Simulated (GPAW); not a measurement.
**GPAW run on ZrGa5Co (P4/mmm, 7 atoms in the cell): self-consistent single point**

Level of theory: PBEsol, GPAW PAW datasets PBEsol (made by gpaw-setup) (plane waves; GPAW).

Input as run:

```python
from ase import Atoms
from ase.units import GPa
from gpaw import GPAW, PW, FermiDirac

atoms = Atoms(['Zr', 'Ga', 'Ga', 'Ga', 'Ga', 'Ga', 'Co'],
              cell=[[4.106050, 0.000000, 0.000000],
                    [0.000000, 4.106050, 0.000000],
                    [0.000000, 0.000000, 6.572310]],
              scaled_positions=[[0.000000, 0.000000, 0.000000],
                                [0.000000, 0.500000, 0.305430],
                                [0.000000, 0.500000, 0.694570],
                                [0.500000, 0.000000, 0.305430],
                                [0.500000, 0.000000, 0.694570],
                                [0.500000, 0.500000, 0.000000],
                                [0.000000, 0.000000, 0.500000]],
              pbc=True)

calc = GPAW(mode=PW(800),
            xc='PBEsol',
            kpts=(5, 5, 3),
            occupations=FermiDirac(0.1),
            nbands=-13,
            convergence={'forces': 0.001},
            symmetry={'symmorphic': False, 'tolerance': 0.0005},
            maxiter=120)

atoms.calc = calc

energy = atoms.get_potential_energy()
print('Energy (eV):', round(energy, 6))
forces = atoms.get_forces()
print('Forces (eV/Ang):')
print(forces.round(5))
stress = atoms.get_stress()
print('Stress (GPa, Voigt):', (stress / GPa).round(4))
```

Output, abridged:

```
Input parameters:
  convergence: {forces: 0.001}
  kpts: [5 5 3]
  maxiter: 120
  mode: {ecut: 800.0,
         name: pw}
  nbands: -13
  occupations: {fixmagmom: False,
                name: fermi-dirac,
                width: 0.1}
  symmetry: {symmorphic: False,
             tolerance: 0.0005}
  xc: PBEsol

species:
  Zr:
    name: Zirconium
    Z: 40.0
    valence: 12
    core: 28
    charge: 0.0
    file: Zr.PBEsol.gz

    # Using partial waves for Zr as LCAO basis

  Ga:
    name: Gallium
    Z: 31.0
    valence: 3
    core: 28
    charge: 0.0
    file: Ga.PBEsol.gz

    # Using partial waves for Ga as LCAO basis

  Co:
    name: Cobalt
    Z: 27.0
    valence: 9
    core: 18
    charge: 0.0
    file: Co.PBEsol.gz

    # Using partial waves for Co as LCAO basis

Reference energy: -399928.888340  # eV

Spin-paired calculation

Convergence criteria:
 Maximum [total energy] change in last 3 cyles: 0.0005 eV / valence electron
 Maximum integral of absolute [dens]ity change: 0.0001 electrons / valence electron
 Maximum integral of absolute [eigenst]ate change: 4e-08 eV^2 / valence electron
 Maximum change in the atomic [forces] across last 2 cycles: 0.001 eV/Ang OR
Maximum error relative to the maximum force is below inf
 Maximum number of scf [iter]ations: 120

Symmetries present (total): 16
Symmetries with fractional translations: 0
75 k-points: 5 x 5 x 3 Monkhorst-Pack grid
12 k-points in the irreducible part of the Brillouin zone
       k-points in crystal coordinates                weights
   0:     0.00000000    0.00000000    0.00000000          1/75
   1:     0.00000000    0.00000000    0.33333333          2/75
   2:     0.20000000    0.00000000    0.00000000          4/75
   [... 7 lines left out ...]
          ...
  11:     0.40000000    0.40000000    0.33333333          8/75

Wave functions: Plane wave expansion
  Cutoff energy: 800.000 eV
  Number of coefficients (min, max): 5676, 5722
  Pulay-stress correction: 0.000000 eV/Ang^3 (de/decut=0.000000)

Occupation numbers: Fermi-Dirac:
  width: 0.1000  # eV

Eigensolver

Densities:
  Coarse grid: 27*27*45 grid
  Fine grid: 54*54*90 grid
  Total Charge: 0.000000

Density mixing:
  Method: separate
  Backend: pulay
  Linear mixing parameter: 0.05
  old densities: 5
  Damping of long wavelength oscillations: 50

Hamiltonian:
  XC and Coulomb potentials evaluated on a 54*54*90 grid
  External potential:
    NoExternalPotential

XC parameters: PBEsol with 2 nearest neighbor stencil

Number of atoms: 7
Number of atomic orbitals: 42
Number of bands in calculation: 31
Number of valence electrons: 36
Bands to converge: occupied

Density initialized from atomic densities
  31 bands from LCAO basis set

Atomic positions and initial magnetic moments

Positions:
   0 Zr     0.000000    0.000000    0.000000    ( 0.0000,  0.0000,  0.0000)
   1 Ga     0.000000    2.053025    2.007381    ( 0.0000,  0.0000,  0.0000)
   2 Ga     0.000000    2.053025    4.564929    ( 0.0000,  0.0000,  0.0000)
   3 Ga     2.053025    0.000000    2.007381    ( 0.0000,  0.0000,  0.0000)
   4 Ga     2.053025    0.000000    4.564929    ( 0.0000,  0.0000,  0.0000)
   5 Ga     2.053025    2.053025    0.000000    ( 0.0000,  0.0000,  0.0000)
   6 Co     0.000000    0.000000    3.286155    ( 0.0000,  0.0000,  0.0000)

Unit cell:
           periodic     x           y           z      points  spacing
  1. axis:    yes    4.106050    0.000000    0.000000    27     0.1521
  2. axis:    yes    0.000000    4.106050    0.000000    27     0.1521
  3. axis:    yes    0.000000    0.000000    6.572310    45     0.1461

  Lengths:   4.106050   4.106050   6.572310
  Angles:   90.000000  90.000000  90.000000

Effective grid spacing dv^(1/3) = 0.1500

     iter     time        total  log10-change:
                         energy   eigst   dens  force
iter:   1 --:--:--   -39.698409
iter:   2 --:--:--   -37.881912   -0.49  -0.99
iter:   3 --:--:--   -37.674739   -0.89  -1.02
iter:   4 --:--:--   -41.480822   -0.38  -1.09
iter:   5 --:--:--   -38.146238   -1.27  -1.06
iter:   6 --:--:--   -42.981456   -0.78  -1.36
iter:   7 --:--:--   -41.281497   -2.12  -0.84
iter:   8 --:--:--   -37.296807   -1.06  -0.93
iter:   9 --:--:--   -37.051673   -0.97  -1.46
iter:  10 --:--:--   -36.901364   -2.09  -1.62
iter:  11 --:--:--   -36.894301   -3.06  -2.08
iter:  12 --:--:--   -36.887848c  -3.10  -2.12
iter:  13 --:--:--   -36.879103c  -3.29  -2.30
iter:  14 --:--:--   -36.878572c  -3.75  -2.59
iter:  15 --:--:--   -36.876987c  -4.30  -2.51
iter:  16 --:--:--   -36.876887c  -5.57  -2.84
iter:  17 --:--:--   -36.876562c  -4.98  -2.94
iter:  18 --:--:--   -36.876555c  -5.95  -3.34
iter:  19 --:--:--   -36.876555c  -6.17  -3.38
iter:  20 --:--:--   -36.876545c  -7.07  -3.63
iter:  21 --:--:--   -36.876529c  -6.55  -3.72
iter:  22 --:--:--   -36.876526c  -6.81  -4.04c
iter:  23 --:--:--   -36.876526c  -7.99c -4.43c
iter:  24 --:--:--   -36.876527c  -8.58c -4.47c -3.12c

Converged after 24 iterations.

Dipole moment: (-0.000000, -0.000000, -0.000000) |e|*Ang

Energy contributions relative to reference atoms: (reference = -399928.888340)

Kinetic:        +89.146381
Potential:      -71.959439
External:        +0.000000
XC:             -54.360381
Entropy (-ST):   -0.135260
Local:           +0.364542
SIC:             +0.000000
--------------------------
Free energy:    -36.944157
Extrapolated:   -36.876527

Showing only first 2 kpts
 Kpt  Band  Eigenvalues  Occupancy
  0    16      8.69223    1.17438
  0    17      8.69223    1.17438
  0    18      9.64128    0.00021
  0    19      9.70450    0.00011

  1    16      8.65245    1.35840
  1    17      8.65245    1.35840
  1    18      8.92893    0.23534
  1    19      9.63608    0.00023

Fermi level: 8.72746

No gap
No difference between direct/indirect transitions
Energy (eV): -36.876527

Forces in eV/Ang:
  0 Zr    0.00000    0.00000    0.00000
  1 Ga    0.00000    0.00000   -0.15691
  2 Ga    0.00000    0.00000    0.15691
  3 Ga    0.00000    0.00000   -0.15691
  4 Ga    0.00000    0.00000    0.15691
  5 Ga    0.00000    0.00000    0.00000
  6 Co    0.00000    0.00000    0.00000

Stress tensor:
     0.005903     0.000000     0.000000
     0.000000     0.005903     0.000000
     0.000000     0.000000     0.000289
Stress (GPa, Voigt): [0.9457 0.9457 0.0462 0.     0.     0.    ]
```

The run converged in 24 iterations. GPAW prints stress with tension positive.

The starting cell comes from a database of computed structures (which also holds hypothetical and non-ambient phases and stackings), without a prior relaxation at this level. Spin polarisation is off.

Cost on one core of a shared machine: roughly 2 min.
